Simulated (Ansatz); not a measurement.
Start from Mg in the hcp (Mg type) structure (space group P6_3/mmc, No. 194; relaxed with 0.1 eV smearing).

```
CELL_PARAMETERS angstrom
      3.17512     0.00000     0.00000
     -1.58756     2.74974     0.00000
      0.00000     0.00000     5.16281
ATOMIC_POSITIONS crystal
  Mg 0.66667 0.33333 0.25000
  Mg 0.33333 0.66667 0.75000
```

Cartesian axes are those of the cell as printed.

The values are results of PBEsol (Ansatz, a first-principles code; PAW; 420 eV plane waves; no SOC), not measurements.

One thing is altered: the cell is compressed by 1.50 % along x with no lateral relaxation, atoms relaxed at fixed cell.

Problem. Predict the stress tensor and what it implies for the stiffness.

Solution. Stress of the strained cell less that of the base (GPa, compression positive):
```
    1.1     0.0     0.0
    0.0     0.4     0.0
    0.0     0.0     0.3
```

Then −Δσ_ii/ε with ε = -0.0150 gives secant stiffness values (nonlinear terms included at this strain): C11 ≈ 73 GPa, C12 ≈ 25 GPa and C13 ≈ 21 GPa.

Whether these cells are dynamically stable was not tested.
